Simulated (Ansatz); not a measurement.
The starting structures come from a database of crystals and need not be the phases stable at ambient conditions.

The decay constant κ of evanescent states in the gap governs leakage through a thin film.

```xyz
7
Lattice="3.3330 0.0000 0.0000 1.6665 8.3608 0.0000 1.6665 0.3322 2.8673" Properties=species:S:1:pos:R:3 pbc="T T T"
Al     4.9995     3.5527     2.4942
Al     1.6665     5.1403     0.3731
Al     4.9995     7.5966     2.0257
Al     1.6665     1.0964     0.8416
C      4.9995     5.6960     2.2459
C      1.6665     2.9969     0.6214
C      0.0000     0.0000     0.0000
```

Space group of this cell: R-3m. The cell is taken as given; by r2SCAN its mean pressure is 0.6 GPa.

Transport runs along the normal of the first two printed cell vectors, the (101) plane of the conventional cell.

The gap is the functional's own, uncorrected, and κ follows it; spin-orbit coupling is left out. Mid-gap values are interpolated between the computed energies.

### Question
Compute, with Ansatz (a program for electronic structure) with r2SCAN, the band gap and the smallest decay constant κ at mid-gap.

### Answer
Gap 1.70 eV on a 10×10×10 mesh; κ = 0.194 1/Å, at (0.500, 0.000) of the in-plane reciprocal vectors. At the zone centre, at the nearest computed energy, the slowest state has κ = 0.22 1/Å.
